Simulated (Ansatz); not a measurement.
The reference is ZrB₂ (space group P6/mmm, No. 191; a = 3.171 Å, c = 3.541 Å).

Computed with Ansatz (an electronic-structure program), PBE, PAW, cutoff 420 eV, no spin-orbit coupling.

For the base:

| Quantity | Result |
|---|---|
| Lattice parameter a | 3.171 Å |

The change: a hydrostatic pressure of 100 GPa.

**Question.** Predict the new lattice parameter a.

**Answer.** The lattice parameter a shrinks by 0.2516 Å (3.171 Å → 2.920 Å).

Load acts through the strain it causes; cell and atoms are relaxed under it. No phonon test of stability was made. No other phases were tried under pressure. The final runs are not spin-polarised.
